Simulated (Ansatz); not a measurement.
## PBE against r2SCAN: HfO2, isotropic strain −0.33 %

Start from HfO$_{2}$ (space group P4_2/nmc, No. 137; a = 3.604 Å, c = 5.264 Å).

(Cell as relaxed with PBE.)

Levels (all Ansatz, a program for electronic structure, PAW): PBE (420 eV, no spin-orbit coupling); r2SCAN (500 eV, spin-orbit coupling left out).

Each level relaxes its own structure.

```
base                      PBE    r2SCAN
-------------------  --------  --------
volume per atom      11.40 Å³  11.09 Å³
lattice parameter a  360.4 pm  357.7 pm
band gap              4.67 eV   5.27 eV
```

Now apply this change: an isotropic linear strain of −0.33 %; the atoms relax in the strained cell.

```tsv
quantity	PBE	r2SCAN
pressure (mean of the normal stresses, compression positive)	1.89 GPa	2.13 GPa
smallest direct gap	4.74 eV	5.34 eV
band gap	4.67 eV	5.27 eV
```

PBE's pressure lies 0.24 GPa below r2SCAN's; PBE's smallest direct gap lies 0.60 eV below r2SCAN's; PBE's band gap lies 0.60 eV below r2SCAN's. Neither level is exact; r2SCAN is the comparison here, not a measurement.

With Hf present, leaving out spin-orbit coupling can change the band edges. Whether these cells are dynamically stable was not tested. This is not the structure that HfO2 has at room temperature and ambient pressure.
